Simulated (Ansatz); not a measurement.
A computed series for RbMnF3: element substitutions

Start from RbMnF3 in the cubic perovskite structure (space group Pm-3m, No. 221; a = 4.223 Å; ferromagnetic).

Each row replaces one element on all its sites; cell and atoms are relaxed.

Calculations: PBEsol (Ansatz, a first-principles code), no SOC.

Task: Only one of these keeps a band gap. Which?
A) Rb → Sr
B) Rb → Li
C) F → Br

Result: C, F → Br. Computed: Rb → Sr: zero; F → Br: 0.65 eV; Rb → Li: zero

No phonon test of stability was made. As relaxed here, SrMnF3, RbMnBr3 and LiMnF3 are hypothetical phases, not in the database extracts checked. No Hubbard U is applied and the magnetic state is the run's own (SrMnF3 ferromagnetic; RbMnF3 ferromagnetic; RbMnBr3 ferromagnetic; LiMnF3 ferromagnetic); small cells can't hold the antiferromagnetic order that many such compounds have, so gaps and moments can be off. Where the two band edges lie in opposite spin channels, the gap is a spin-flip gap. Many cubic perovskites are stable only at high temperature; tilts and polar distortions were not tested.
